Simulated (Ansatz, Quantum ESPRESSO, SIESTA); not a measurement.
**CuI (F-43m, 2 atoms in the cell) computed with different codes at matched settings**

Self-consistent single point.

```
CuI
1.0
    0.00000     3.02500     3.02500
    3.02500     0.00000     3.02500
    3.02500     3.02500     0.00000
Cu I
1 1
Direct
  0.00000   0.00000   0.00000
  0.25000   0.25000   0.25000
```

Shared settings, as Ansatz (a program for electronic structure) writes them: kpoints.mp_grid.grid = 5 5 5; magnetization.spin_orbit = true; scf.occupations.method = fermi_dirac; scf.occupations.width = 0.0007 Ry. Potentials and cutoffs stand in the table.

| code | model | pressure (GPa) | gap on the mesh (eV) | cutoff |
|---|---|---|---|---|
| SIESTA | GGA PBE with spin-orbit coupling, numerical atomic orbitals DZP, PseudoDojo PBE fully relativistic norm-conserving potentials (rewritten from UPF to PSML) | – | 1.780 | grid 350 Ry |
| Ansatz | PBE with spin-orbit coupling, default PAW files | 0.67 | 0.981 | 30.9 Ry |
| Quantum ESPRESSO | PBE, spin-orbit coupling, PseudoDojo fully relativistic norm-conserving (PBE) pseudopotentials | 0.58 | 0.958 | 95 Ry |

A dash marks a value that a program does not give, or that is left out as unsure.

Gaps are read on the mesh.

The spread over the programs that give each value: pressure within 0.09 GPa; gap on the mesh within 0.822 eV.

SIESTA uses small atom-centred bases, whose incompleteness enters pressures, forces and empty levels differently from a plane-wave cutoff. Ansatz's pressure is given at a fixed set of plane waves, as the other plane-wave codes print theirs; with its correction for the finite basis it is 0.71 GPa. In the gap, SIESTA (by 0.811) lies more than 0.12 eV from the median of the plane-wave programs.

The starting cell has typed, rounded lattice constants, without a prior relaxation at this level.

Left out of this page: ABINIT and Elk (with a known weakness of the program); FLEUR (failed or unconverged).

Keys are those of Ansatz 0.2.
